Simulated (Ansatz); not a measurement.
Start from GaSb in the rock salt structure (space group Fm-3m, No. 225; a hypothetical phase, not in the database extracts checked).

```
CELL_PARAMETERS angstrom
      0.00000     2.85486     2.85486
      2.85486     0.00000     2.85486
      2.85486     2.85486     0.00000
ATOMIC_POSITIONS crystal
  Ga 0.00000 0.00000 0.00000
  Sb 0.50000 0.50000 0.50000
```

Computed with PBE-D3(BJ) (Ansatz, a quantum-chemistry and plane-wave program), no spin-orbit coupling.

Free-standing slabs (2 atom(s) a layer) normal to the stacking axis with 15 Å of vacuum; in-plane cell relaxed.

One change was made to it. Results:

| quantity | base | after |
|---|---|---|
| shortest interatomic distance | 2.855 Å | 2.811 Å |
| excess energy per area of both faces (slab less bulk energy over the cell's area: twice a surface energy) (uncertain by up to 0.06 J/m²) | – | 1.3 J/m² |
| in-plane lattice parameter a | 4.037 Å | 3.975 Å |

### Question
Which of these changes matches the shifts?
A) 1 layer
B) 3 layers
C) 2 layers

### Answer
B, 3 layers. For comparison, the shortest interatomic distance in the other runs: 2 layers gives 2.789 Å; 1 layer gives 2.745 Å.

The excess energy carries the mismatch between the slab's and the bulk's meshes. Whether these cells are dynamically stable was not tested. The base started in Pnma and relaxed to Fm-3m at this level. All final runs are without spin polarisation.
